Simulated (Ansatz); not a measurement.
# Effect of biaxial strain +0.83 %, plane normal [111], relaxed out of plane on Ge

Consider Ge in the diamond structure (space group Fd-3m, No. 227; a = 5.622 Å). Axes: x, y, z lie along the cube axes.

The change: tensile biaxial strain of 0.83 % in the plane normal to [111], as in epitaxy on a mismatched substrate; the out-of-plane cell vector and the atoms relax.

All numbers come from plane-wave PAW DFT at the LDA level (Ansatz, a quantum-chemistry and plane-wave program, 420 eV), no SOC. k-mesh 14×14×14 (Γ-centred); smearing 0.05 eV (Fermi–Dirac).

| quantity | base | changed | shift |
|---|---|---|---|
| volume per atom | 22.21 Å³ | 22.51 Å³ | +0.293 Å³ |
| space group | Fd-3m (No. 227) | R-3m (No. 166) | – |
| shortest interatomic distance | 2.434 Å | 2.437 Å | +0.0022 Å |
| energy relative to the base (free energy F) | 0 meV/atom | +1.6 meV/atom | +1.6 meV/atom |
| pressure (mean of the normal stresses, compression positive) | 0.0 GPa | -0.9 GPa | -0.9 GPa |
| band gap | zero | zero | – |
| out-of-plane strain (rough) | – | -0.34 % | – |
| mean in-plane stress (compression positive) (rough) | – | -1.3 GPa | – |

Final structure (turned so that z lies along the plane normal):

```yaml
crystal:
  lattice:
    - [4.00848, 0.00000, 0.00000]
    - [2.00424, 3.47145, 0.00000]
    - [2.00424, -1.15715, 3.23485]
  atoms:
    - { symbol: Ge, position: [0.00109, 0.99945, 0.99836] }
    - { symbol: Ge, position: [0.49891, 0.25055, 0.75164] }
```

Without a gap, meshes like the base's 14×14×14 leave anisotropic stresses uncertain by several tenths of a GPa, and small strain energies with them. Stability against distortions was not tested. A zero or small gap of Ge can be the functional's error rather than a property of the material.
